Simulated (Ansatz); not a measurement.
Base system: LiNbO3 (space group R3c, No. 161).

Space group R3c, hexagonal axes (No. 161); a = b = 5.0675 Å, c = 13.6873 Å, α = β = 90.00°, γ = 120.00°

```
atom  site  symmetry       x       y       z
----  ----  --------  ------  ------  ------
Li      6a        3.  0.0000  0.0000  0.2189
Nb      6a        3.  0.0000  0.0000  0.0025
O      18b         1  0.0123  0.3760  0.2705
```
(The calculation used a cell of 10 atoms; values per cell refer to that cell.)

Computed with Kohn–Sham DFT with the LDA functional, run in Ansatz (an electronic-structure program) with PAW and 420 eV plane waves, no spin-orbit coupling.

Base values:

```
Quantity           Result
---------------  --------
c/a ratio           2.701
Volume per atom  10.15 Å³
```

One thing is altered: cell and atoms relaxed at a pressure of 1.5 GPa.

### Question
What happens to the c/a ratio and volume per atom?

### Answer
The c/a ratio rises by 0.003 (2.701 → 2.704); the volume per atom shrinks by 0.12 Å³ to 10.03 Å³.

Load acts through the strain it causes; cell and atoms are relaxed under it. Stability against distortions was not tested.
